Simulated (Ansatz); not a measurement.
Consider MgZn₂ (space group P6_3/mmc, No. 194; a = 5.135 Å, c = 8.338 Å).

Calculations: DFT with PBEsol, PAW potentials and a 420 eV plane-wave cutoff in Ansatz (a first-principles code), without spin-orbit coupling.

Before the change:

Band gap: zero
Volume per atom: 15.87 Å³
c/a ratio: 1.624

The change: cell and atoms relaxed at a pressure of 0.7 GPa.

Q: What happens to the band gap, volume per atom and c/a ratio?

A: The band gap stays zero; the volume per atom decreases by 0.15 Å³ to 15.72 Å³; the c/a ratio remains 1.624.

Load acts through the strain it causes; cell and atoms are relaxed under it. Stability against distortions was not tested.
